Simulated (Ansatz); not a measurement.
The parent structure is TiO2 in the rutile structure (space group P4_2/mnm, No. 136).

```xyz
6
Lattice="4.5912 0.0000 0.0000 0.0000 4.5912 0.0000 0.0000 0.0000 2.9390" Properties=species:S:1:pos:R:3 pbc="T T T"
Ti     0.0000     0.0000     0.0000
Ti     2.2956     2.2956     1.4695
O      1.3977     1.3977     0.0000
O      3.6933     0.8979     1.4695
O      0.8979     3.6933     1.4695
O      3.1935     3.1935     0.0000
```

Cartesian axes are those of the cell as printed.

Level of theory: Kohn–Sham DFT with the PBEsol functional, run in Ansatz (a quantum-chemistry and plane-wave program) with PAW and 420 eV plane waves, spin-orbit coupling left out.

Strains are applied to the cell and any free atomic positions relax; under biaxial strain the out-of-plane vector relaxes too.

One change was made to it. Results:

```csv
quantity,base,after
"pressure (mean of the normal stresses, compression positive)",0.0 kbar,-14.4 kbar
electron mass,"0.54 mₑ along c, 1.1 mₑ across (at Γ)","0.54 mₑ out of plane, 1.1 mₑ in plane (at Γ)"
```

Task: Which change produced these results?
A) biaxial strain +1.20 %, plane normal [001], relaxed out of plane
B) biaxial strain +2.40 %, plane normal [001], relaxed out of plane
C) biaxial strain +0.60 %, plane normal [001], relaxed out of plane

Result: C, biaxial strain +0.60 %, plane normal [001], relaxed out of plane. For comparison, the pressure in the other runs: biaxial strain +2.40 %, plane normal [001], relaxed out of plane gives -53.2 kbar; biaxial strain +1.20 %, plane normal [001], relaxed out of plane gives -28.1 kbar.

The levels and masses belong to the bands next to the band gap. Effective masses come from finite differences of ±0.01 Å⁻¹. Whether these cells are dynamically stable was not tested. The final runs are not spin-polarised.
